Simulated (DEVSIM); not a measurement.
Structure: Si n-i-p diode, at 400 K.

Layer 1 from the left is Si, thickness (μm) 0.280, Nd (cm⁻³) 2e18, τn (s) 5.9e-6, τp (s) 5.9e-6. Layer 2 from the left is Si, thickness (μm) 0.310, Na (cm⁻³) 1.1e12, τn (s) 5.9e-6, τp (s) 5.9e-6. Layer 3 from the left is Si, thickness (μm) 0.240, Na (cm⁻³) 2.8e17, τn (s) 5.9e-6, τp (s) 5.9e-6.

Left contact: ohmic. Right contact: ohmic. Voltage is applied to the left contact. Recombination: SRH at mid-gap, Auger. Mobility is μmin + (μ − μmin)/(1 + (N/Nref)^α).

The device is made up for the run: typed textbook-type constants, with dimensions and the other settings drawn at random. Values at 300 K; Nc and Nv go as T^1.5, mobilities as T to minus their exponent, the gap by Varshni's rule with the affinity fixed.

Si: gap (eV) 1.124, affinity (eV) 4.05, permittivity 11.7, Nc (cm⁻³) 2.86e19, Nv (cm⁻³) 3.1e19, μn (cm²/Vs) 1417, μp (cm²/Vs) 470, μn,min 52, μp,min 45, Nref,n 9.7e16, Nref,p 2.2e17, αn 0.68, αp 0.72, T exponent of μn 2.3, T exponent of μp 2.2, Cn (cm⁶/s) 2.8e-31, Cp (cm⁶/s) 9.9e-32, Varshni α (eV/K) 0.000473, Varshni β (K) 636.

Simulated with DEVSIM: 1D drift-diffusion, Boltzmann statistics, complete ionisation; no tunnelling, impact ionisation, image-force lowering or self-heating.

Problem. What does the simulation give for the dark forward voltage at 100 A/cm², the potential step across the device at zero bias?

Solution. dark forward voltage at 100 A/cm² 0.566 V; potential step across the device at zero bias 0.813 V.
